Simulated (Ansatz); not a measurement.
Functionals compared on the (332) surface of bcc V in its 1x1 cell, outermost plane spacing 0.64 Å in the ideal cut, in Ansatz (plane waves, PAW). The structure was relaxed with PBE; the other rows are single points on it, each with its references at the same level. Cutoff 420 eV (500 eV for r2SCAN).

Set-up: 17 atoms, 10.2 Å thick at the start (thin: gaps and levels are the slab's own); mesh 9x8x1; 0.1 eV smearing; dipole correction on; all atoms relaxed; start symmetry kept, larger cells not searched; no spin, no spin-orbit, no U. These notes are the PBE run's.

```
functional  surface energy (J/m²)  work function of the top face (eV)         rough cost of the single point
----------  ---------------------  ----------------------------------  -------------------------------------
PBE                          2.66                                3.91                                      –
LDA                          2.97                                4.17                 roughly 4 core-minutes
PBEsol                       2.90                                3.99  about 4 core-minutes (a rough figure)
RPBE                         2.50                                3.77            very roughly 4 core-minutes
r2SCAN                       2.86                                3.92  about 7 core-minutes (a rough figure)
```

Ansatz is a first-principles code.
